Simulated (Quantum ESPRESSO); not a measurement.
Worked example: relaxation of the atoms of RbCrSe2 (R3m, 4 atoms in the cell) in Quantum ESPRESSO.

Method of the run: LDA (PZ), GBRV 1.5 ultrasoft (LDA) pseudopotentials (plane waves; Quantum ESPRESSO).

Input:

```fortran
&control
   calculation = 'relax',
   prefix = 'run',
   outdir = './tmp',
   pseudo_dir = './',
   forc_conv_thr = 3.9e-05,
/
&system
   ibrav = 0,
   nat = 4,
   ntyp = 3,
   ecutwfc = 50,
   ecutrho = 400,
   occupations = 'smearing',
   smearing = 'fd',
   degauss = 0.0036749,
   nspin = 2,
   starting_magnetization(2) = 0.214,
/
&electrons
   conv_thr = 1.0d-10,
   mixing_beta = 0.4,
/
&ions
/
ATOMIC_SPECIES
Rb    85.4678  rb_lda_v1.uspp.F.UPF
Cr    51.9961  cr_lda_v1.5.uspp.F.UPF
Se    78.9710  se_lda_v1.uspp.F.UPF
CELL_PARAMETERS angstrom
   1.9369666373     1.1183082094     7.7830250000
  -1.9369666373     1.1183082094     7.7830250000
   0.0000000000    -2.2366164189     7.7830250000
ATOMIC_POSITIONS alat
Rb    0.0000000000    0.0000000000    0.4969205908
Cr    0.0000000000    0.0000000000    2.8768104993
Se    0.0000000000    0.0000000000    1.1204327573
Se    0.0000000000    0.0000000000    1.7514444043
K_POINTS automatic
3 3 3  0 0 0
```

Output, abridged:

```
     Self-consistent Calculation

     iteration #  1     ecut=    50.00 Ry     beta= 0.40

     negative rho (up, down):  3.232E-02 3.332E-02

     total energy              =    -315.01776923 Ry
     estimated scf accuracy    <       0.99070572 Ry

     total magnetization       =     2.99 Bohr mag/cell
     absolute magnetization    =     3.15 Bohr mag/cell

     iteration #  2     ecut=    50.00 Ry     beta= 0.40

     negative rho (up, down):  3.220E-02 3.303E-02

     total energy              =    -314.64133384 Ry
     estimated scf accuracy    <       4.81704648 Ry

     total magnetization       =     2.33 Bohr mag/cell
   [... lines left out ...]

     total energy              =    -315.32307798 Ry
     estimated scf accuracy    <          1.5E-10 Ry

     total magnetization       =     3.00 Bohr mag/cell
     absolute magnetization    =     3.60 Bohr mag/cell

     iteration # 15     ecut=    50.00 Ry     beta= 0.40

     negative rho (up, down):  3.214E-02 3.563E-02

     Magnetic moment per site  (integrated on atomic sphere of radius R)
     atom   1 (R=0.166)  charge=  7.6704  magn= -0.0052
     atom   2 (R=0.133)  charge= 12.1975  magn=  2.9463
     atom   3 (R=0.133)  charge=  4.0063  magn= -0.1147
     atom   4 (R=0.133)  charge=  4.0416  magn= -0.0958
     End of self-consistent calculation

     the Fermi energy is     7.2402 ev

!    total energy              =    -315.32307798 Ry
     estimated scf accuracy    <          7.4E-12 Ry
     smearing contrib. (-TS)   =      -0.00000034 Ry
     internal energy E=F+TS    =    -315.32307765 Ry

     total magnetization       =     3.00 Bohr mag/cell
   [... lines left out ...]
     absolute magnetization    =     3.60 Bohr mag/cell
     Total force =     0.034191     Total SCF correction =     0.000003
     total magnetization       =     3.00 Bohr mag/cell
     absolute magnetization    =     3.55 Bohr mag/cell
     total magnetization       =     3.00 Bohr mag/cell
     absolute magnetization    =     3.55 Bohr mag/cell
     Magnetic moment per site  (integrated on atomic sphere of radius R)
     the Fermi energy is     7.3322 ev
!    total energy              =    -315.32711656 Ry
     total magnetization       =     3.00 Bohr mag/cell
   [... lines left out ...]
     Message from routine bfgs:
     history already reset at previous step: exiting
     Energy error            =      4.7E-08 Ry
     Gradient error          =      7.8E-05 Ry/Bohr

     bfgs failed after  17 scf cycles and  14 bfgs steps, convergence not achieved
     (criteria: energy <  1.0E-04 Ry, force <  3.9E-05 Ry/Bohr)

     End of BFGS Geometry Optimization

     Final energy             =    -315.3271165605 Ry

     File ./tmp/run.bfgs deleted, as requested
Begin final coordinates

ATOMIC_POSITIONS (alat)
Rb               0.0000000000       -0.0000000000        0.4851026882
Cr               0.0000000000       -0.0000000000        2.8808941164
Se               0.0000000000       -0.0000000000        1.1161424819
Se               0.0000000000       -0.0000000000        1.7634689651
End final coordinates

   JOB DONE.
```

The relaxation ended unconverged.  The full log also holds: “WARNING: bfgs curvature condition failed, Theta= 0.952”.

The starting cell comes from a database of computed structures (which also holds hypothetical and non-ambient phases and stackings), without a prior relaxation at this level. Its lattice was rescaled by up to half a per cent. For this run, on top of that: one atom moved by 0.15 angstrom.

Cost on one core of a shared machine: roughly 30 min.
